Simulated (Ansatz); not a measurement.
For Si (P6₃/mmc, No. 194, 4 atoms in the cell; start mp-165; another form than the element's usual one), r²SCAN (plane waves, PAW; Ansatz, a program for electronic structure) gives:

| Quantity | Result |
|---|---|
| equilibrium lattice constant a | 3.832 Å |
| c axis length | 6.342 Å |
| band gap | 0.61 eV |

### Question
What does r²SCAN0 (Ansatz, PAW) give for the same quantities?

### Answer

- lattice constant a: 3.820 Å (falls by 0.3 %)
- lattice parameter c: 6.317 Å (shrinks by 0.4 %)
- band gap: 1.67 eV (increases by 1.06 eV)

Changes are worked out from the printed values.

Unless a cell is named, each level is at its own relaxed cell (r²SCAN 20.16, r²SCAN0 19.96 Å³/atom).

Density-functional gaps are differences of (generalised) Kohn–Sham levels.

Caveats: the relaxation could not lower the start's symmetry, so the cell can be a saddle point above a distorted one (r²SCAN0). Ansatz's density-functional and Hartree–Fock values are scalar-relativistic unless marked +SOC, with PAW data made under PBE.

A start named mp-… is a Materials Project structure, which need not be a measured phase.
